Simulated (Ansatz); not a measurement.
Ansatz (a first-principles code), DFT, PBE, plane waves, its default PAW files: unreconstructed Si(100) slab of 24 layers, 1x1, C adatom, atoms displaced (Si24C), unrelaxed, 25 atoms. Basis and mesh were picked for this test and aren't claimed converged.

```yaml
cell: 3.84, 3.84, 42.83 Å; 90, 90, 90°
distance_to_the_nearest_atom: 2.07 to 2.35 Å
task: single point
k mesh: 6×6×1
hamiltonian.xc: pbe
kind_of_files: paw
scf.occupations.method: gaussian
scf.occupations.width: 0.1 eV
output.forces: true
binding of workers (--pin): off
k-point pools (--kpoint-pools): 1
memory maximum (--max-ram): 8GiB
accuracy: medium (default)
basis.precision: auto (default)
basis.xc_grid: 2 (default)
scf.eigensolver.kind: auto (default)
scf.convergence.dr2_threshold: 1e-07 (default)
scf.lower_state_search: light (default)
k-points after symmetry: 20
bands_at_the_start: 75
electrons: 100
plane waves at Γ: 12391
cutoff (eV): 420
FFT grid: 27×27×288
symmetry_operations: 1
```

One run each.

All on 4 threads. Base settings, kept where nothing else is said: scf.mixing.algorithm = auto (default), scf.mixing.preconditioner = auto (default), scf.algorithm = auto (default) (scf.mixing.beta, scf.mixing.ndim, scf.mixing.q_tf not set). The settings tried:…
- scf.mixing.ndim = 4
- scf.mixing.algorithm = anderson, scf.mixing.ndim = 1
- scf.mixing.algorithm = anderson, scf.mixing.ndim = 4
- scf.mixing.algorithm = broyden, scf.mixing.beta = 0.1
- scf.mixing.algorithm = broyden, scf.mixing.preconditioner = kerker
- scf.mixing.ndim = 16
- scf.mixing.algorithm = broyden, scf.mixing.beta = 0.3
- scf.mixing.algorithm = broyden, scf.mixing.beta = 0.7
- scf.mixing.algorithm = anderson, scf.mixing.ndim = 16
- scf.mixing.algorithm = anderson
- scf.mixing.algorithm = broyden, scf.mixing.preconditioner = kerker, scf.mixing.q_tf = 1.5 1/Å
- scf.algorithm = direct_min
- scf.mixing.algorithm = broyden, scf.mixing.preconditioner = kerker, scf.mixing.q_tf = 0.5 1/Å
- scf.mixing.preconditioner = kerker_dos
- scf.mixing.preconditioner = ldos
- scf.mixing.algorithm = broyden, scf.mixing.beta = 1
- scf.mixing.algorithm = msr1
- scf.mixing.algorithm = broyden
- scf.mixing.preconditioner = local_kerker
- scf.mixing.algorithm = broyden, scf.mixing.preconditioner = none
- scf.mixing.preconditioner = kerker
- scf.mixing.preconditioner = none
- the base settings

Question: Predict which of these converge in the fewest SCF iterations.

Answer: Fewest SCF iterations: scf.algorithm = direct_min (11). Most among those that reach the base run's result: scf.mixing.algorithm = anderson, scf.mixing.ndim = 4 (31); scf.mixing.algorithm = broyden, scf.mixing.preconditioner = none (31). No count from: scf.mixing.algorithm = anderson, scf.mixing.ndim = 1 (unfinished when stopped at the time that we allowed, after 37 SCF iterations). All the others converged. In the base run the program took: scf.mixing.algorithm MSR1, scf.mixing.preconditioner LDOS, scf.eigensolver.kind band_cg, --slots 4.

| setting | SCF iterations | applications of H to a band | end |
|---|---|---|---|
| scf.algorithm = direct_min | 11 | 197158 | converged |
| scf.mixing.algorithm = anderson, scf.mixing.ndim = 16 | 16 | 36676 | converged |
| scf.mixing.ndim = 16 | 16 | 34379 | converged |
| scf.mixing.algorithm = broyden, scf.mixing.preconditioner = kerker, scf.mixing.q_tf = 0.5 1/Å | 16 | 37966 | converged |
| the base settings | 17 | 36743 | converged |
| scf.mixing.algorithm = msr1 | 17 | 36743 | converged |
| scf.mixing.algorithm = broyden | 17 | 37653 | converged |
| scf.mixing.algorithm = anderson | 17 | 36598 | converged |
| scf.mixing.preconditioner = ldos | 17 | 36743 | converged |
| scf.mixing.algorithm = broyden, scf.mixing.beta = 1 | 17 | 37653 | converged |
| scf.mixing.preconditioner = local_kerker | 18 | 41062 | converged |
| scf.mixing.algorithm = broyden, scf.mixing.beta = 0.7 | 19 | 41034 | converged |
| scf.mixing.algorithm = broyden, scf.mixing.beta = 0.3 | 20 | 41633 | converged |
| scf.mixing.preconditioner = kerker_dos | 21 | 41090 | converged |
| scf.mixing.ndim = 4 | 22 | 40986 | converged |
| scf.mixing.algorithm = broyden, scf.mixing.preconditioner = kerker, scf.mixing.q_tf = 1.5 1/Å | 22 | 43627 | converged |
| scf.mixing.preconditioner = none | 25 | 118364 | converged |
| scf.mixing.preconditioner = kerker | 25 | 44988 | converged |
| scf.mixing.algorithm = broyden, scf.mixing.preconditioner = kerker | 26 | 48648 | converged |
| scf.mixing.algorithm = broyden, scf.mixing.beta = 0.1 | 26 | 50906 | converged |
| scf.mixing.algorithm = broyden, scf.mixing.preconditioner = none | 31 | 168470 | converged |
| scf.mixing.algorithm = anderson, scf.mixing.ndim = 4 | 31 | 63748 | converged |

An iteration's cost differs between solvers, so these counts don't give the time.

Keys are those of Ansatz 0.2.
